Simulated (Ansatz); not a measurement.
Ansatz (an electronic-structure program) run on TiAl (P4/mmm, 2 atoms in the cell): zone-centre phonon calculation.

Level of theory: PBE, PAW files (plane waves; Ansatz).

```
TiAl
1.0
    2.84415     0.00000     0.00000
    0.00000     2.84415     0.00000
    0.00000     0.00000     4.09035
Ti Al
1 1
Direct
  0.00000   0.00000   0.00000
  0.50000   0.50000   0.50000
```

Reference input (self-consistent single point, DFT, PBE, plane waves, PAW files): basis.ecutwfc = 420 eV; kpoints.mp_grid.grid = 12 12 8; hamiltonian.xc = pbe; hamiltonian.pseudopotentials = {kind: paw} (the program's default PAW files); scf.occupations.method = gaussian; scf.occupations.width = 0.1 eV. This run's input differs from it in these lines:

Ansatz 0.2 input:
```diff
@@ -10,3 +10,3 @@
 basis:
-  ecutwfc: 420.0 eV
+  ecutwfc: 250.0 eV
 kpoints:
@@ -18,6 +18,4 @@
   occupations: { method: gaussian, width: 0.1 eV }
-output:
-  forces: true
-  eigenvalues: true
-  stress: true
+phonons:
+  method: dfpt
```

Log, with long lists cut:

```
SCF iter   1: F=—  HF=-3037.732385 eV  |F-HF|=—  |Δ(HF+E_count)|=         —  Δρ=4.97e-2  dr2=7.43e-1  ethr=3.10e-3  ⟨swp⟩=4.8  Hψ=14521  notcnv=0
all-band conjugate gradients solve this SCF's bands
preconditioner: auto → none
SCF iter   2: F=—  HF=-3037.540396 eV  |F-HF|=—  |Δ(HF+E_count)|=   1.92e-1  Δρ=2.53e-2  dr2=2.24e-1  ethr=3.10e-3  ⟨swp⟩=2.2  Hψ=6226  notcnv=0  defer=50
   [... lines left out ...]
SCF iter   7: F=—  HF=-3037.455578 eV  |F-HF|=—  |Δ(HF+E_count)|=   3.65e-8  Δρ=2.61e-6  dr2=1.99e-9  ethr=2.68e-9  ⟨swp⟩=2.2  Hψ=3771  notcnv=0  defer=45
SCF iter   8: F=-3037.455578 eV  HF=-3037.455578 eV  |F-HF|=2.73e-12  |Δ(HF+E_count)|=  3.53e-10  Δρ=1.97e-7  dr2=9.07e-12  ethr=1.00e-12  ⟨swp⟩=4.1  Hψ=12599  notcnv=0
the search or the solves at the SCF's close seem to have found levels that the self-consistency loop had missed (the run counts 2) …
SCF 1 converged in 8 iterations: F = -3037.455578 eV  dr2 = 9.07e-12
DFPT response loops at Γ: preconditioner auto → Kerker (q_TF=auto, 2.391 Å⁻¹) (partly filled bands, converged f_vac=0.000) …
Free energy (F): -3037.455578 eV
Internal energy: -3037.447592 eV  (E = F + TS)
E sigma→0 (E₀):  -3037.451585 eV
Entropy (-TS):   -0.007987 eV (-3.993 meV/atom)
Fermi energy:    10.672692 eV
--- Phonons (Γ-DFPT): 4 representative perturbations + reference, on 245 of 1152 k-points (Σ response iterations 12) ---
  k mesh reduced under 8 symmetry operations, with k and −k counted as one. Each operation leaves every solved displacement unchanged or reverses it
  ASR residual: 2.169e-3 → 0.000e0 eV/Å²; symmetrization residual: 4.826e-6 eV/Å²
  ASR residual per site (eV/Å²): 8.70e-5 2.17e-3
  Γ frequencies (cm⁻¹): 0.00 0.00 0.00 271.50 271.50 312.95
  non-analytic LO–TO correction: not included (Born effective charges unavailable; polar crystals: no LO–TO splitting at Γ)
```

The run converged in 8 iterations. 

Summary of the result:
```
Item                                                                      Result
--------------------------------------------------------  ----------------------
Free energy E − TS (on the zero of these files)                    -3037.4556 eV
Fermi level (on the code's own zero)                                    10.67 eV
Zone-centre frequencies (cm⁻¹; negative means imaginary)  0, 0, 0, 272, 272, 313
```

The starting cell has typed, rounded lattice constants, without a prior relaxation at this level. Its lattice was rescaled by up to half a per cent. Spin polarisation is off. The cutoff lies below the one recommended for these files.
